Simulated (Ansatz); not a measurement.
CaO (Fm-3m), PBE, rigid bands (Ansatz, a first-principles code): N_c = 4.03e19 cm⁻³ at 300 K and an electron conductivity mass of 0.568 mₑ.

For 1e17 electrons per cm³ at 300 K, place the Fermi level, estimate the Seebeck coefficient of a parabolic band with constant τ, and give mobility and conductivity for τ = 20 fs.

The level lies k_BT ln(N_c/n) = 0.155 eV below the conduction-band minimum. S ≈ −(k_B/e)[ln(N_c/n) + 5/2] = -732 μV/K, against -729 μV/K from the full bands (mean over directions). μ = eτ/m = 61.9 cm²/(V·s) and σ = neμ = 0.992 S/cm. τ is assumed, not computed.

Band transport and this doping are assumed; polarons and phonon drag are left out. Spin-orbit coupling is left out. Geometry: cell and atoms relaxed with PBEsol.
